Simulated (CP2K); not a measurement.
Input and output of a self-consistent single point for Mg14CdBi (P-6m2, 16 atoms in the cell) (CP2K).

Level of theory: LDA (Pade form), GPW, DZVP-MOLOPT-SR-GTH basis, GTH-PADE potentials (GTH_POTENTIALS) in CP2K.

```
CELL_PARAMETERS angstrom
      6.40900     0.00000     0.00000
     -3.20450     5.55036     0.00000
      0.00000     0.00000    10.44477
ATOMIC_POSITIONS crystal
  Mg 0.99970 0.49985 0.00000
  Mg 0.50015 0.00030 0.00000
  Mg 0.50015 0.49985 0.00000
  Mg 0.99923 0.49961 0.50000
  Mg 0.50038 0.00077 0.50000
  Mg 0.50038 0.49961 0.50000
  Mg 0.16961 0.83039 0.24370
  Mg 0.66078 0.83039 0.75630
  Mg 0.16961 0.33922 0.24370
  Mg 0.16961 0.83039 0.75630
  Mg 0.66078 0.83039 0.24370
  Mg 0.16961 0.33922 0.75630
  Mg 0.66667 0.33333 0.24968
  Mg 0.66667 0.33333 0.75032
  Cd 0.00000 0.00000 0.00000
  Bi 0.00000 0.00000 0.50000
```

Reference input (self-consistent single point, DFT LDA (Pade form), GPW, DZVP-MOLOPT-SR-GTH basis, GTH-PADE potentials (GTH_POTENTIALS)): CUTOFF = 1000 Ry; REL_CUTOFF = 40 Ry; SMEAR/METHOD = FERMI_DIRAC; ELECTRONIC_TEMPERATURE = 1160.45 K; KPOINTS/SCHEME = MACDONALD 6 6 3 0.08333333333 0.08333333333 0; XC_FUNCTIONAL = PADE; Mg/BASIS_SET = DZVP-MOLOPT-SR-GTH-q10; Mg/POTENTIAL = GTH-PADE-q10; Cd/BASIS_SET = DZVP-MOLOPT-SR-GTH-q12; Cd/POTENTIAL = GTH-PADE-q12; Bi/BASIS_SET = DZVP-MOLOPT-SR-GTH-q5; Bi/POTENTIAL = GTH-PADE-q5. This run's input differs from it in these lines:

```diff
@@ -35,4 +35,4 @@
       &SMEAR ON
-        METHOD FERMI_DIRAC
-        ELECTRONIC_TEMPERATURE [K] 1160.45
+        METHOD GAUSSIAN
+        SIGMA [eV] 0.03
       &END SMEAR
@@ -40,3 +40,3 @@
     &KPOINTS
-      SCHEME MACDONALD 6 6 3 0.08333333333 0.08333333333 0
+      SCHEME MACDONALD 4 4 3 0.125 0.125 0
     &END KPOINTS
```

The program printed (abridged):

```
 SCF WAVEFUNCTION OPTIMIZATION

  Step     Update method      Time    Convergence         Total energy    Change
     1 NoMix/Diag. 0.20E+00      -     0.92212272      -937.9037996730 -9.38E+02
     2 Broy./Diag. 0.20E+00      -     0.03311709      -938.4421543748 -5.38E-01
     3 Broy./Diag. 0.20E+00      -     0.13528027      -936.7597683294  1.68E+00
     4 Broy./Diag. 0.20E+00      -     0.02199031      -935.7585174785  1.00E+00
     5 Broy./Diag. 0.20E+00      -     0.02313060      -935.8444422612 -8.59E-02
     6 Broy./Diag. 0.20E+00      -     0.00324319      -935.8665794089 -2.21E-02
     7 Broy./Diag. 0.20E+00      -     0.00454553      -935.8636315471  2.95E-03
     8 Broy./Diag. 0.20E+00      -     0.00016727      -935.8493290576  1.43E-02
     9 Broy./Diag. 0.20E+00      -     0.00044919      -935.8383604728  1.10E-02
    10 Broy./Diag. 0.20E+00      -     0.00006958      -935.8357672627  2.59E-03
    11 Broy./Diag. 0.20E+00      -     0.00010284      -935.8374885368 -1.72E-03
    12 Broy./Diag. 0.20E+00      -     0.00000463      -935.8379824745 -4.94E-04
    13 Broy./Diag. 0.20E+00      -     0.00001285      -935.8379347023  4.78E-05
    14 Broy./Diag. 0.20E+00      -     0.00000030      -935.8379408873 -6.18E-06
  *** SCF run converged in    14 steps ***

  Overlap energy of the core charge distribution:               0.00000000000000
  Self energy of the core charge distribution:              -1957.68107551570529
  Core Hamiltonian energy:                                    593.57885433586671
  Hartree energy:                                             553.04578970275986
  Exchange-correlation energy:                               -124.78131012561394
  Smearing free energy correction:                             -0.00019928450396
  Fermi energy:                                                 0.19505462896568

  Total energy:                                              -935.83794088728700
  Total energy (extrapolated to sigma->0):                   -935.83784124503507

                     Mulliken Population Analysis

   [... lines left out ...]

 STRESS| Analytical stress tensor [bar]
 STRESS|                        x                   y                   z
 STRESS|      x       -8.34119199514E+03  -2.49612787216E+00   1.82750811905E-03
 STRESS|      y       -2.49612787216E+00  -8.34412612989E+03  -4.65638743377E-02
 STRESS|      z        1.82750811905E-03  -4.65638743377E-02  -2.04934727590E+04
 STRESS| 1/3 Trace                                            -1.23929302947E+04
```

The run converged in 14 iterations. Against the reference run the free energy rises by 12.4 meV/atom, the pressure stays near -1.24 GPa while the zz stress (positive for compression) goes from -1.60 to -2.05 GPa and the largest force goes from 0.243 to 0.199 eV/Å.

The starting cell comes from a database of computed structures (which also holds hypothetical and non-ambient phases and stackings), without a prior relaxation at this level. Values carry the incompleteness of an atom-centred basis.

Cost on one core of a shared machine: roughly 80 s.
